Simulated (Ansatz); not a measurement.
Worked example: self-consistent single point of Se (C2, 3 atoms in the cell) in Ansatz (a first-principles code).

Method of the run: LDA (PW92), default PAW files made with PBE (plane waves; Ansatz).

The change in words: lattice scaled by 0.98; kpoints.mp_grid.grid: 7 7 5 → 4 4 3. Reference geometry:
```
Se
1.0
    2.19156    -3.79589     0.00000
    2.19156     3.79589     0.00000
    0.00000     0.00000     4.96485
Se
3
Cartesian
  0.49310   0.85407   3.30990
  3.44691   0.00000   0.00000
  0.49310  -0.85407   1.65495
```

Reference input (self-consistent single point, DFT, LDA (PW92), plane waves, default PAW files made with PBE): basis.ecutwfc = 420 eV; kpoints.mp_grid.grid = 7 7 5; hamiltonian.xc = lda; hamiltonian.pseudopotentials = {kind: paw} (the program's default PAW files); scf.occupations.method = fermi_dirac; scf.occupations.width = 0.01 eV. This run's input differs from it in these lines:

Ansatz 0.2 input:
```diff
@@ -3,5 +3,5 @@
   lattice:
-    - [2.191555, -3.795885, 0.000000]
-    - [2.191555, 3.795885, 0.000000]
-    - [0.000000, 0.000000, 4.964850]
+    - [2.147724, -3.719967, 0.000000]
+    - [2.147724, 3.719967, 0.000000]
+    - [0.000000, 0.000000, 4.865553]
   atoms:
@@ -13,3 +13,3 @@
 kpoints:
-  mp_grid: { grid: [7, 7, 5] }
+  mp_grid: { grid: [4, 4, 3] }
 hamiltonian:
```

The program printed (abridged):

```
SCF iter   1: F=—  HF=-16149.569995 eV  |F-HF|=—  |Δ(HF+E_count)|=         —  Δρ=5.13e-3  dr2=8.77e-3  ethr=1.77e-3  ⟨swp⟩=6.1  Hψ=2311  notcnv=0
all-band conjugate gradients solve this SCF's bands
preconditioner: auto → Resta (q_TF=auto, 2.518 Å⁻¹)
SCF iter   2: F=—  HF=-16149.567948 eV  |F-HF|=—  |Δ(HF+E_count)|=   2.05e-3  Δρ=2.77e-3  dr2=2.77e-3  ethr=1.83e-5  ⟨swp⟩=2.0  Hψ=698  notcnv=0  defer=17
SCF iter   3: F=—  HF=-16149.567459 eV  |F-HF|=—  |Δ(HF+E_count)|=   4.89e-4  Δρ=2.31e-4  dr2=5.42e-5  ethr=5.76e-6  ⟨swp⟩=2.0  Hψ=696  notcnv=0  defer=17
SCF iter   4: F=—  HF=-16149.567459 eV  |F-HF|=—  |Δ(HF+E_count)|=   3.55e-7  Δρ=9.51e-5  dr2=7.66e-6  ethr=1.13e-7  ⟨swp⟩=2.0  Hψ=884  notcnv=0  defer=17
SCF iter   5: F=—  HF=-16149.567461 eV  |F-HF|=—  |Δ(HF+E_count)|=   1.67e-6  Δρ=2.33e-5  dr2=5.68e-7  ethr=1.60e-8  ⟨swp⟩=2.0  Hψ=883  notcnv=0  defer=17
SCF iter   6: F=-16149.567461 eV  HF=-16149.567461 eV  |F-HF|=3.70e-9  |Δ(HF+E_count)|=   1.92e-8  Δρ=6.71e-6  dr2=4.39e-8  ethr=2.08e-10  ⟨swp⟩=7.5  Hψ=2287  notcnv=0
SCF 1 converged in 6 iterations: F = -16149.567461 eV  dr2 = 4.39e-8
Free energy (F): -16149.567461 eV
Internal energy: -16149.567461 eV  (E = F + TS)
E sigma→0 (E₀):  -16149.567461 eV
Fermi energy:    7.790062 eV
--- Forces (eV/Å), atoms counted from 1 ---
  atom   1  Se     0.61532083     0.81932017    -0.12898570
  atom   2  Se    -1.23063971     0.00000000     0.00000000
  atom   3  Se     0.61532083    -0.81932017     0.12898570
--- Stress (GPa, compression-positive) ---
        2.386016       0.000000      -0.000000
        0.000000       1.737005      -0.631588
       -0.000000      -0.631588       5.459946
  P = ⅓ Tr σ = 3.1943 GPa (31.943 kbar)
  The stress holds the Pulay correction. Without it, at fixed plane waves, as pw.x and ABINIT print it: P = 3.1645 GPa
```

The run converged in 6 iterations. Against the reference run the free energy goes up by 11.3 meV/atom, the pressure goes from -0.67 to 3.19 GPa, the largest force goes from 0.530 to 1.231 eV/Å and the gap on the mesh goes from 1.186 to 1.525 eV.

The starting cell has typed, rounded lattice constants, without a prior relaxation at this level. Its lattice was rescaled by up to half a per cent. One atom was moved a little off its site on purpose. For this run, on top of that: lattice scaled by 0.98. With a pressure of about 3 GPa the cell is away from its equilibrium volume at this level. Forces in this geometry exceed 1 eV/Å. Ansatz's pressure includes its estimate of the finite-basis (Pulay) stress. Another mesh or the band path of this cell gives a smaller gap, so this value is not converged in the mesh.
